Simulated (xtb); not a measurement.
xtb 6.7.1, GFN1-xTB: Sn(H)(Br)(Et)2 (C[CH2][SnH]([Br])[CH2]C), 17 atoms. The geometry is a generated start, not checked to be a minimum at this level.

run flags: --grad
method: GFN1-xTB
--acc: 1 (default)
--etemp (K): 300 (default)
basis functions: 58
valence electrons: 38

```xyz
17

Sn    -0.0680    -0.4544     0.4518
Br     0.2690    -2.9124     0.7289
C     -1.8782    -0.2156    -0.8253
C     -2.9907     0.5518    -0.1536
C      1.8405     0.3678    -0.3470
C      3.0485     0.0419     0.4990
H     -0.3582     0.0200     2.1001
H     -1.5480     0.2864    -1.7332
H     -2.2088    -1.2178    -1.0945
H     -2.6789     1.5603     0.1113
H     -3.3231     0.0486     0.7506
H     -3.8403     0.6279    -0.8296
H      1.9466    -0.0400    -1.3521
H      1.7024     1.4433    -0.4310
H      2.9469     0.4465     1.5039
H      3.2003    -1.0324     0.5741
H      3.9397     0.4781     0.0464
```

One run each on 1 thread. Values of broydamp tried: 0.02, 0.05, 0.1, 0.2, 0.4 (default), 0.6, 0.8, 1.

Task: Which value of broydamp needs the fewest SCC iterations, and what happens away from it?

Result: Fewest SCC iterations, within one of each other: 0.2 with 13, 0.4 (default) with 12, 0.6 with 13. The count rises to 25 at 0.02. All converge to one solution.

```
broydamp       SCC iterations            end
-------------  --------------  -------------
0.02                       25  same solution
0.05                       20  same solution
0.1                        17  same solution
0.2                        13  same solution
0.4 (default)              12  same solution
0.6                        13  same solution
0.8                        18  same solution
1                          20  same solution
```
